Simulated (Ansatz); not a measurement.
Worked example: self-consistent single point of YCu₅ (P6mm, 6 atoms in the cell) in Ansatz (a program for electronic structure).

Method of the run: LDA (PW92), default PAW files made with PBE (plane waves; Ansatz).

The change in words: lattice scaled by 0.98; basis.ecutrho_ratio: default → 10. Reference geometry:
```xyz
6
Lattice="4.9877 0.0000 0.0000 -2.4938 4.3195 0.0000 0.0000 0.0000 4.0214" Properties=species:S:1:pos:R:3 pbc="T T T"
Y      0.0000     0.0000     0.0500
Cu     0.0000     2.8796     0.0000
Cu     2.4938     1.4398     0.0000
Cu     2.4938     0.0000     2.0107
Cu     1.2469     2.1597     2.0107
Cu    -1.2469     2.1597     2.0107
```

Reference input (self-consistent single point, DFT, LDA (PW92), plane waves, default PAW files made with PBE): basis.ecutwfc = 420 eV; kpoints.mp_grid.grid = 6 6 6; hamiltonian.xc = lda; hamiltonian.pseudopotentials = {kind: paw} (the program's default PAW files); scf.occupations.method = fermi_dirac; scf.occupations.width = 0.1 eV. This run's input differs from it in these lines:

Ansatz 0.2 input:
```diff
@@ -3,5 +3,5 @@
   lattice:
-    - [4.987692, 0.000000, 0.000000]
-    - [-2.493846, 4.319468, 0.000000]
-    - [0.000000, 0.000000, 4.021419]
+    - [4.887938, 0.000000, 0.000000]
+    - [-2.443969, 4.233079, 0.000000]
+    - [0.000000, 0.000000, 3.940991]
   atoms:
@@ -15,2 +15,3 @@
   ecutwfc: 420.0
+  ecutrho_ratio: 10
 kpoints:
```

The program printed (abridged):

```
SCF iter   1: F=—  HF=-36525.394661 eV  |F-HF|=—  |Δ(HF+E_count)|=         —  Δρ=1.83e-2  dr2=1.23e-1  ethr=1.77e-3  ⟨swp⟩=5.7  Hψ=5537  notcnv=0  defer=18
all-band conjugate gradients solve this SCF's bands
preconditioner: auto → Kerker (q_TF=auto, 2.850 Å⁻¹)
SCF iter   2: F=—  HF=-36525.365921 eV  |F-HF|=—  |Δ(HF+E_count)|=   2.87e-2  Δρ=2.76e-3  dr2=8.49e-3  ethr=1.16e-4  ⟨swp⟩=2.1  Hψ=3096  notcnv=0  defer=51
   [... lines left out ...]
SCF iter   6: F=—  HF=-36525.362888 eV  |F-HF|=—  |Δ(HF+E_count)|=   2.47e-5  Δρ=1.13e-4  dr2=8.25e-6  ethr=4.61e-8  ⟨swp⟩=2.0  Hψ=2501  notcnv=0  defer=51
SCF iter   7: F=—  HF=-36525.362887 eV  |F-HF|=—  |Δ(HF+E_count)|=   4.13e-7  Δρ=4.34e-5  dr2=8.64e-7  ethr=7.78e-9  ⟨swp⟩=2.2  Hψ=2784  notcnv=0  defer=51
SCF iter   8: F=—  HF=-36525.362887 eV  |F-HF|=—  |Δ(HF+E_count)|=   3.51e-9  Δρ=1.09e-5  dr2=1.04e-7  ethr=8.15e-10  ⟨swp⟩=2.6  Hψ=2989  notcnv=0  defer=51
SCF iter   9: F=-36525.362887 eV  HF=-36525.362887 eV  |F-HF|=2.51e-9  |Δ(HF+E_count)|=   1.22e-8  Δρ=2.05e-6  dr2=4.49e-9  ethr=9.43e-11  ⟨swp⟩=7.9  Hψ=6209  notcnv=0
SCF 1 converged in 9 iterations: F = -36525.362887 eV  dr2 = 4.49e-9
Free energy (F): -36525.362887 eV
Internal energy: -36525.242731 eV  (E = F + TS)
E sigma→0 (E₀):  -36525.302809 eV
Entropy (-TS):   -0.120156 eV (-20.026 meV/atom)
Fermi energy:    16.065081 eV
--- Forces (eV/Å), atoms counted from 1 ---
  atom   1  Y      0.00000000     0.00000000    -0.06102538
  atom   2  Cu     0.00000000    -0.00000000    -0.03600557
  atom   3  Cu    -0.00000000     0.00000000    -0.03600557
  atom   4  Cu    -0.00000000     0.00000000     0.04434766
  atom   5  Cu     0.00000000    -0.00000000     0.04434766
  atom   6  Cu    -0.00000000     0.00000000     0.04434766
--- Stress (GPa, compression-positive) ---
        1.684228      -0.000000       0.000000
       -0.000000       1.684228      -0.000000
        0.000000      -0.000000       2.100273
  P = ⅓ Tr σ = 1.8229 GPa (18.229 kbar)
  The stress holds the Pulay correction. Without it, at fixed plane waves, as pw.x and ABINIT print it: P = 1.7450 GPa
```

The run converged in 9 iterations. Against the reference run the free energy drops by 12.5 meV/atom, the pressure goes from -6.08 to 1.82 GPa and the largest force goes from 0.050 to 0.061 eV/Å.

The starting cell comes from a database of computed structures (which also holds hypothetical and non-ambient phases and stackings), without a prior relaxation at this level. Its lattice was rescaled by up to half a per cent. One atom was moved a little off its site on purpose. For this run, on top of that: lattice scaled by 0.98. Spin polarisation is off. Ansatz's pressure includes its estimate of the finite-basis (Pulay) stress.
